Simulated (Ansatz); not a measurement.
# Hypothetical Fm-3m WSe2: pressure −2 GPa

The reference is WSe₂ (space group Fm-3m, No. 225; a = 6.168 Å; ferromagnetic; a hypothetical phase, not in the database extracts checked).

One thing is altered: a negative pressure, −2 GPa.

The values are results of PBEsol (Ansatz, a program for electronic structure), spin-orbit coupling left out, earlier PAW set, not measurements. Γ-centred 13×13×13 mesh, Fermi–Dirac width 0.05 eV.

```tsv
quantity	base	changed	shift
density	9.67 g/cm³	9.50 g/cm³	-0.176 g/cm³
lattice parameter a	6.168 Å	6.206 Å	+0.038 Å
enthalpy H = E + PV relative to the base's energy	–	-0.25 eV/atom	–
band gap	zero	zero	–
magnetic state	ferromagnetic	ferromagnetic	–
largest site moment	1.10 μB	1.17 μB	+0.07 μB
```

Other magnetic orders, which the real material may have, were not ruled out. Load acts through the strain it causes; cell and atoms are relaxed under it. Stability against distortions was not tested.
